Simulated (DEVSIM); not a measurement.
Structure: Al/SiON/p-GaAs capacitor, at 300 K.

```csv
layer (left to right),material,thickness (nm),Na (cm⁻³)
1,SiON,2.30,-
2,GaAs,12000,3.1e15
```

Metal gate on the left, work function 4.1 eV. Fixed charge at the semiconductor interface 4.1e10 cm⁻² (in units of +e); interface traps 1e12 cm⁻² eV⁻¹, uniform in energy, neutral level at 0.5 of the gap above the valence band.

The device is made up for the run: typed textbook-type constants, with dimensions and the other settings drawn at random. Values at 300 K.

```tsv
parameter	SiON	GaAs
gap (eV)	7	1.424
affinity (eV)	1.4	4.07
permittivity	5.5	12.9
Nc (cm⁻³)	-	4.7e17
Nv (cm⁻³)	-	9e18
```

Model (solved in DEVSIM): 1D Poisson equation in equilibrium, Boltzmann statistics, complete ionisation; no quantum confinement or tunnelling. Metal contacts follow the ideal Schottky-Mott rule: no Fermi-level pinning, no interface dipoles.

Problem. Tabulate band edges, carrier densities and field at -0.5 V on the gate.

Solution. Energies count from the Fermi level of the right contact; mesh points crowd at the junctions.

```tsv
x (μm)	Ec (eV)	Ev (eV)	n (cm⁻³)	p (cm⁻³)	field (V/cm)
0.000	3.200	-3.800	< 1e2	< 1e2	95000
0.0009822	3.209	-3.791	< 1e2	< 1e2	95000
0.001888	3.218	-3.782	< 1e2	< 1e2	95000
0.003005	0.553	-0.871	2.4e8	21000	24000
0.006847	0.562	-0.862	1.7e8	30000	23000
0.01401	0.579	-0.845	8.8e7	58000	23000
0.03118	0.618	-0.806	1.9e7	260000	22000
0.09307	0.748	-0.676	130000	4.0e7	20000
0.2085	0.946	-0.478	< 1e2	8.4e10	15000
0.4850	1.187	-0.237	< 1e2	9.5e14	3300
1.093	1.218	-0.206	< 1e2	3.1e15	≈ 0
3.342	1.218	-0.206	< 1e2	3.1e15	≈ 0
7.270	1.218	-0.206	< 1e2	3.1e15	≈ 0
9.975	1.218	-0.206	< 1e2	3.1e15	≈ 0
11.32	1.218	-0.206	< 1e2	3.1e15	≈ 0
11.71	1.218	-0.206	< 1e2	3.1e15	≈ 0
11.88	1.218	-0.206	< 1e2	3.1e15	≈ 0
11.95	1.218	-0.206	< 1e2	3.1e15	≈ 0
11.98	1.218	-0.206	< 1e2	3.1e15	≈ 0
12.00	1.218	-0.206	< 1e2	3.1e15	≈ 0
12.00	1.218	-0.206	< 1e2	3.1e15	≈ 0
12.00	1.218	-0.206	< 1e2	3.1e15	≈ 0
```
